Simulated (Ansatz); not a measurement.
Seebeck coefficient (μV/K, mean over directions) of n-type MgIn2O4 (Imma) against carrier density, PBEsol, rigid bands in Ansatz (a quantum-chemistry and plane-wave program). Computed gap 1.39 eV; densities at which minority carriers matter at this gap, or further valleys turn the trend, are left out. Conductivity mass 0.22 mₑ (harmonic mean over directions), N_c = 2.5e18 cm⁻³ at 300 K.

| electron density | 300 K | 500 K |
|---|---|---|
| 1e16 cm⁻³ | -687 | -755 |
| 1e17 cm⁻³ | -489 | -557 |
| 1e18 cm⁻³ | -293 | -360 |
| 3e18 cm⁻³ | [?] | -268 |
| 1e19 cm⁻³ | [?] | -175 |
| 3e19 cm⁻³ | -66 | -105 |
| 1e20 cm⁻³ | -32 | [?] |
| 3e20 cm⁻³ | -18 | -29 |
| 1e21 cm⁻³ | -10 | -16 |

Problem. Fill in the missing entries.

Solution. 
- 3e18 cm⁻³, 300 K: -205
- 1e19 cm⁻³, 300 K: -121
- 1e20 cm⁻³, 500 K: -54

Rigid bands with a gap fixed in temperature, one relaxation time for all states, no polarons or phonon drag, and whether or not such doping can be reached. Spin-orbit coupling is left out.

Computed structure with no diffraction record at hand here (it may be known, metastable or hypothetical): MgIn2O4 (Imma).
